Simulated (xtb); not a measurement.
xtb 6.7.1, GFN1-xTB: Ge(H)2(Me)2 ([CH3][GeH2][CH3]), 11 atoms. The geometry is a generated start, not checked to be a minimum at this level.

| Property | Result |
|---|---|
| run flags | --grad |
| method | GFN1-xTB |
| --acc | 1 (default) |
| --etemp (K) | 300 (default) |
| basis functions | 34 |
| valence electrons | 20 |

```xyz
11

Ge     0.0329    -0.5361    -0.5240
C      1.5705     0.5667     0.0152
C     -1.6047    -0.0679     0.4659
H      0.3655    -1.9879    -0.3107
H     -0.2089    -0.3896    -2.0041
H      1.3467     1.6248    -0.0858
H      2.4417     0.3467    -0.5949
H      1.8300     0.3742     1.0533
H     -2.3488    -0.8586     0.3855
H     -2.0392     0.8489     0.0788
H     -1.3856     0.0788     1.5209
```

One run each on 1 thread. Values of broydamp tried: 0.02, 0.05, 0.1, 0.2, 0.4 (default), 0.6, 0.8, 1.

Q: Which value of broydamp needs the fewest SCC iterations, and what happens away from it?

A: Fewest SCC iterations, within one of each other: 0.2 with 11, 0.4 (default) with 12, 0.6 with 12. The count rises to 22 at 0.02. All converge to one solution.

| broydamp | SCC iterations | end |
|---|---|---|
| 0.02 | 22 | same solution |
| 0.05 | 20 | same solution |
| 0.1 | 15 | same solution |
| 0.2 | 11 | same solution |
| 0.4 (default) | 12 | same solution |
| 0.6 | 12 | same solution |
| 0.8 | 16 | same solution |
| 1 | 16 | same solution |
